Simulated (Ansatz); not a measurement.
Consider TiC in the rock salt structure (space group Fm-3m, No. 225; relaxed with 0.1 eV smearing).

```
TiC
1.0
    0.00000     2.14668     2.14668
    2.14668     0.00000     2.14668
    2.14668     2.14668     0.00000
Ti C
1 1
Direct
  0.00000   0.00000   0.00000
  0.50000   0.50000   0.50000
```

Cartesian axes are those of the cell as printed.

Level of theory: PBEsol (Ansatz, an electronic-structure program), scalar-relativistic without spin-orbit coupling.

Strains are applied to the cell and any free atomic positions relax.

One change was made to it. Results:

```csv
quantity,base,after
energy relative to the base (free energy F),0 meV/atom,+6.4 meV/atom
shortest interatomic distance,214.7 pm,214.7 pm
```

**Question.** What was done to the base?
A. uniaxial strain ε_zz = +1.50 %
B. uniaxial strain ε_zz = +2.50 %
C. uniaxial strain ε_zz = +2.00 %
D. uniaxial strain ε_zz = −0.50 %

**Answer.** C, uniaxial strain ε_zz = +2.00 %. For comparison, the energy relative to the base in the other runs: uniaxial strain ε_zz = +2.50 % gives +9.8 meV/atom; uniaxial strain ε_zz = +1.50 % gives +3.6 meV/atom; uniaxial strain ε_zz = −0.50 % gives +0.4 meV/atom.

Stability against distortions was not tested. All final runs are without spin polarisation.
